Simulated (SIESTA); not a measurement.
Band structure of AgAu3 (Pm-3m, 4 atoms in the cell).

```
CELL_PARAMETERS angstrom
      4.12163     0.00000     0.00000
      0.00000     4.12163     0.00000
      0.00000     0.00000     4.12163
ATOMIC_POSITIONS crystal
  Ag 0.50000 0.50000 0.50000
  Au 0.50000 0.00000 0.00000
  Au 0.00000 0.50000 0.00000
  Au 0.00000 0.00000 0.50000
```

Method of the run: LDA PW92, numerical atomic orbitals DZP, PseudoDojo LDA standard norm-conserving potentials (rewritten from UPF to PSML) run with SIESTA.

Settings: XC.functional = LDA; XC.authors = PW92; potentials = PseudoDojo LDA standard; PAO.BasisSize = DZP; PAO.EnergyShift = 0.01 Ry; MeshCutoff = 300 Ry; kgrid.MonkhorstPack = 6 6 6; OccupationFunction = FD; ElectronicTemperature = 1160.45 K; MaxSCFIterations = 150; SCF.Mixer.Method = Broyden; SCF.Mixer.Weight = 0.25; SCF.Mixer.History = 8; SCF.DM.Tolerance = 1.0E-05.

The starting cell comes from a database of computed structures (which also holds hypothetical and non-ambient phases and stackings), without a prior relaxation at this level. Spin-orbit coupling is off. Values carry the incompleteness of an atom-centred basis.

Levels in eV from the Fermi level, bands 35 to 40:
| point | 35 | 36 | 37 | 38 | 39 | 40 |
|---|---|---|---|---|---|---|
| Γ | -1.68 | -1.68 | -1.68 | 1.27 | 1.27 | 1.27 |
| X | -2.91 | -2.57 | -2.15 | -1.68 | 5.05 | 6.05 |
| M | -3.13 | -3.09 | -0.93 | -0.27 | -0.27 | -0.05 |
| R | -1.97 | -1.97 | -0.77 | -0.64 | -0.64 | -0.64 |

Bands cross the Fermi level along this path, so the cell is metallic at this level.

Higher empty bands are left out: an atom-centred basis made for the valence describes them poorly.
